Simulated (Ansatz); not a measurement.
An Ansatz (a program for electronic structure) input (PBEsol (Ansatz; PAW; 420 eV plane waves; without spin-orbit coupling)):

Ansatz 0.2 input:
```yaml
crystal:
  lattice:
    - [2.7499086643, 0, 0]
    - [0, 2.7499086643, 0]
    - [0, 0, 6.7810186437]
  atoms:
    - { symbol: Cu, position: [0, 0, 0.7749057598] }
    - { symbol: Au, position: [0.5, 0.5, 0.5] }
    - { symbol: Cu, position: [0, 0, 0.2250942402] }
    - { symbol: Cu, position: [0.5, 0.5, 0] }
basis: { ecutwfc: 420, ecutrho_ratio: 4, xc_grid: 2, fft_grid_basis: typed }
kpoints: { mp_grid: { grid: [17, 17, 7] } }
hamiltonian:
  xc: pbesol
  dispersion: none
  pseudopotentials: { kind: paw }
scf: { occupations: { method: fermi_dirac, width: 0.05 }, convergence: { dr2_threshold: 0.0000000004 } }
output: { forces: true, stress: true }
checkpoint: { write: state.ck, write_every: 1000 }
```

Q: Which symmetry and how many k-points will the program report, and about how many plane waves at Γ?

A: Space group P4/mmm (ITA 123) with 16 operations, k-points 180 of 2023, and 1035 plane waves at Γ.

Each cell is one ordered arrangement of few atoms, which overstates ordering effects compared with a random alloy. No phonon test of stability was made. The final runs are not spin-polarised. The cell was made from Cu by this change: x(Au) = 0.25, 4 atoms, P4/mmm.
